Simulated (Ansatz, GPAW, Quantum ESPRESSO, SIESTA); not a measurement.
# Code comparison for NbRu3 (P1, 8 atoms in the cell)

Self-consistent single point, at a second geometry (atoms moved at random). First geometry:

```
CELL_PARAMETERS angstrom
      5.56044     0.00000     0.00000
     -2.78022     4.81548     0.00000
      0.00000     0.00000     4.38106
ATOMIC_POSITIONS crystal
  Nb 0.33333 0.66667 0.75000
  Nb 0.66667 0.33333 0.25000
  Ru 0.16473 0.32945 0.25000
  Ru 0.83527 0.67055 0.75000
  Ru 0.83527 0.16473 0.75000
  Ru 0.16473 0.83527 0.25000
  Ru 0.67055 0.83527 0.25000
  Ru 0.32945 0.16473 0.75000
```

Second geometry:
```
CELL_PARAMETERS angstrom
      5.56044     0.00000     0.00000
     -2.78022     4.81548     0.00000
      0.00000     0.00000     4.38106
ATOMIC_POSITIONS crystal
  Nb 0.33115 0.66356 0.76119
  Nb 0.67189 0.33867 0.25304
  Ru 0.17347 0.32596 0.23453
  Ru 0.83324 0.66691 0.75389
  Ru 0.82329 0.17257 0.75215
  Ru 0.17502 0.84070 0.23633
  Ru 0.66374 0.82107 0.23083
  Ru 0.32820 0.17056 0.77805
```

Shared settings, as Ansatz (a quantum-chemistry and plane-wave program) writes them: kpoints.mp_grid.grid = 4 4 5; scf.occupations.method = fermi_dirac; scf.occupations.width = 0.0073 Ry. Potentials and cutoffs stand in the table.

```tsv
code	model	ΔF from the first geometry (meV/atom)	pressure (GPa)	largest force (eV/Å)	cutoff
Quantum ESPRESSO	PBEsol, GBRV 1.5 ultrasoft (PBESOL) pseudopotentials	37.1	-4.99	1.519	40 Ry
Ansatz	PBEsol, PAW files made with PBE	37.4	-4.73	1.531	default
GPAW	PBEsol, GPAW PAW datasets PBEsol (made by gpaw-setup)	37.0	-5.37	1.517	600 eV
SIESTA	GGA PBEsol, numerical atomic orbitals DZP, PseudoDojo PBEsol standard norm-conserving potentials (rewritten from UPF to PSML)	47.4	-4.63	2.018	grid 300 Ry
```

Size of the force on each atom (eV/Å): Sizes of forces hide their directions.

```csv
code,Nb1,Nb2,Ru3,Ru4,Ru5,Ru6,Ru7,Ru8
Quantum ESPRESSO,0.619,0.260,1.378,0.566,0.989,1.046,1.198,1.519
Ansatz,0.627,0.261,1.389,0.571,0.993,1.055,1.206,1.531
GPAW,0.628,0.257,1.376,0.562,0.977,1.042,1.194,1.517
SIESTA,0.879,0.335,1.823,0.728,1.131,1.376,1.467,2.018
```

On Ansatz's run: spin polarisation is off.

The spread over the programs that give each value: ΔF from the first geometry within 10.4 meV/atom; pressure within 0.74 GPa; largest force within 0.501 eV/Å.

SIESTA uses small atom-centred bases, whose incompleteness enters pressures, forces and empty levels differently from a plane-wave cutoff. Ansatz's pressure is given at a fixed set of plane waves, as the other plane-wave codes print theirs; with its correction for the finite basis it is -4.56 GPa. In the force vectors, SIESTA (by 0.499) lies more than 0.08 eV/Å from the median of the plane-wave programs.

The starting cell comes from a database of computed structures (which also holds hypothetical and non-ambient phases and stackings), without a prior relaxation at this level. For this run, on top of that: atoms moved at random.

Left out of this page: Elk (not drawn, or without a comparable value).

Keys are those of Ansatz 0.2.
